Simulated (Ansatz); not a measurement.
## LaB (model structure, started from the NbN type, Fm-3m, No. 225, 2 atoms in the cell): equilibrium lattice constant a by level of theory

No measured value is used here.

```json
[
 {"level (code)": "LDA (Ansatz)", "value (Å)": "5.528"},
 {"level (code)": "PBE (Ansatz)", "value (Å)": "5.671"},
 {"level (code)": "PBEsol (Ansatz)", "value (Å)": "5.581"},
 {"level (code)": "r²SCAN (Ansatz)", "value (Å)": "5.699"}
]
```

Cutoffs differ between the levels. Ansatz's density-functional and Hartree–Fock values are scalar-relativistic unless marked +SOC, with PAW data made under PBE.

A model structure was made by putting elements into a prototype or built by hand; it is no filed structure, need not be a known phase, and can be a saddle point held by its symmetry.

Ansatz is a quantum-chemistry and plane-wave program.
